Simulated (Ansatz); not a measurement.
Start from MgO in the rock salt structure (space group Fm-3m, No. 225; a = 4.204 Å). Axes: x, y, z lie along the cube axes.

Method: Ansatz (a program for electronic structure) r2SCAN, no SOC.

For the base:

```
Quantity   Result
--------  -------
Band gap  5.68 eV
```

It is then changed as follows: compressive biaxial strain of 1.67 % in the plane normal to [111], as in epitaxy on a mismatched substrate; the out-of-plane cell vector and the atoms relax.

Q: Predict the new band gap.

A: The band gap goes up by 0.221 eV to 5.91 eV.

Q: What does the calculation give for the in-plane stress after the change?

A: The mean in-plane stress (compression positive) is +7.5 GPa.

Q: Estimate the effect on the ratio −ε⊥/ε∥.

A: The ratio −ε⊥/ε∥ is 0.33.

Stability against distortions was not tested.
